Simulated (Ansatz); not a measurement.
Worked example: self-consistent single point of the (100) slab of LuCl3 (cut from a parent of space group no. 194; 8 atoms in the cell) in Ansatz (a first-principles code).

Method of the run: LDA (PW92), default PAW files made with PBE (plane waves; Ansatz).

```yaml
crystal:
  lattice:
    - [9.41660, 0.00000, 0.00000]
    - [0.00000, 3.45521, 0.00000]
    - [0.00000, 0.00000, 18.63372]
  atoms:
    - { symbol: Lu, position: [0.50000, 0.25000, 0.57294] }
    - { symbol: Lu, position: [0.00000, 0.75000, 0.42706] }
    - { symbol: Cl, position: [0.32385, 0.75000, 0.62434] }
    - { symbol: Cl, position: [0.17615, 0.25000, 0.37566] }
    - { symbol: Cl, position: [0.00000, 0.25000, 0.52985] }
    - { symbol: Cl, position: [0.50000, 0.75000, 0.47015] }
    - { symbol: Cl, position: [0.67615, 0.75000, 0.62434] }
    - { symbol: Cl, position: [0.82385, 0.25000, 0.37566] }
```

Reference input (self-consistent single point, DFT, LDA (PW92), plane waves, default PAW files made with PBE): basis.ecutwfc = 420 eV; kpoints.mp_grid.grid = 3 7 1; hamiltonian.xc = lda; hamiltonian.pseudopotentials = {kind: paw} (the program's default PAW files); scf.occupations.method = fermi_dirac; scf.occupations.width = 0.05 eV. This run's input differs from it in these lines:

Ansatz 0.2 input:
```diff
@@ -16,3 +16,3 @@
 basis:
-  ecutwfc: 420.0 eV
+  ecutwfc: 250.0 eV
 kpoints:
```

Output (repeated stretches shortened):

```
SCF iter   1: F=—  HF=-35265.226255 eV  |F-HF|=—  |Δ(HF+E_count)|=         —  Δρ=4.24e-3  dr2=1.16e-1  ethr=1.77e-3  ⟨swp⟩=6.0  Hψ=1825  notcnv=0  defer=4
all-band conjugate gradients solve this SCF's bands
preconditioner: auto → Resta (q_TF=auto, 1.993 Å⁻¹)
SCF iter   2: F=—  HF=-35264.878265 eV  |F-HF|=—  |Δ(HF+E_count)|=   3.48e-1  Δρ=5.07e-3  dr2=1.22e-1  ethr=1.26e-4  ⟨swp⟩=2.8  Hψ=995  notcnv=0  defer=34
   [... lines left out ...]
SCF iter   5: F=—  HF=-35264.842732 eV  |F-HF|=—  |Δ(HF+E_count)|=   1.39e-3  Δρ=1.50e-4  dr2=1.90e-4  ethr=4.60e-6  ⟨swp⟩=3.0  Hψ=865  notcnv=0  defer=34
SCF iter   6: F=—  HF=-35264.842681 eV  |F-HF|=—  |Δ(HF+E_count)|=   5.09e-5  Δρ=3.61e-5  dr2=1.11e-5  ethr=2.07e-7  ⟨swp⟩=2.0  Hψ=781  notcnv=0  defer=34
SCF iter   7: F=—  HF=-35264.842377 eV  |F-HF|=—  |Δ(HF+E_count)|=   3.04e-4  Δρ=7.49e-6  dr2=4.89e-7  ethr=1.20e-8  ⟨swp⟩=2.0  Hψ=732  notcnv=0  defer=34
SCF iter   8: F=-35264.842378 eV  HF=-35264.842378 eV  |F-HF|=2.30e-9  |Δ(HF+E_count)|=   1.47e-7  Δρ=9.95e-7  dr2=9.90e-9  ethr=1.09e-10  ⟨swp⟩=13.2  Hψ=2059  notcnv=0
SCF 1 converged in 8 iterations: F = -35264.842378 eV  dr2 = 9.90e-9
Free energy (F): -35264.842378 eV
Internal energy: -35264.842378 eV  (E = F + TS)
E sigma→0 (E₀):  -35264.842378 eV
Fermi energy:    -2.202097 eV
--- Forces (eV/Å), atoms counted from 1 ---
  atom   1  Lu     0.00000000     0.00000000     0.00010258
  atom   2  Lu     0.00000000     0.00000000    -0.00010258
  atom   3  Cl     0.04843238    -0.00000000    -0.08213422
  atom   4  Cl    -0.04843238    -0.00000000     0.08213422
  atom   5  Cl     0.00000000     0.00000000    -0.05274280
  atom   6  Cl     0.00000000     0.00000000     0.05274280
  atom   7  Cl    -0.04843238    -0.00000000    -0.08213422
  atom   8  Cl     0.04843238    -0.00000000     0.08213422
--- Stress (GPa, compression-positive) ---
       -0.312098       0.000000       0.000000
        0.000000      -0.594062       0.000000
        0.000000       0.000000      -0.207867
  P = ⅓ Tr σ = -0.3713 GPa (-3.713 kbar)
  The stress holds the Pulay correction. Without it, at fixed plane waves, as pw.x and ABINIT print it: P = -5.2815 GPa
```

The run converged in 8 iterations. Against the reference run the free energy rises by 283 meV/atom, the largest force goes from 0.149 to 0.095 eV/Å and the gap on the mesh stays at 3.581 eV.

The starting cell comes from a database of computed structures (which also holds hypothetical and non-ambient phases and stackings), without a prior relaxation at this level. The slab is cut from that crystal, and its faces are unrelaxed. Its lattice was rescaled by up to half a per cent. Spin-orbit coupling is off. Spin polarisation is off, though cut faces can carry moments; a gap of a slab can lie between surface states. The cutoff lies below the one recommended for these files.
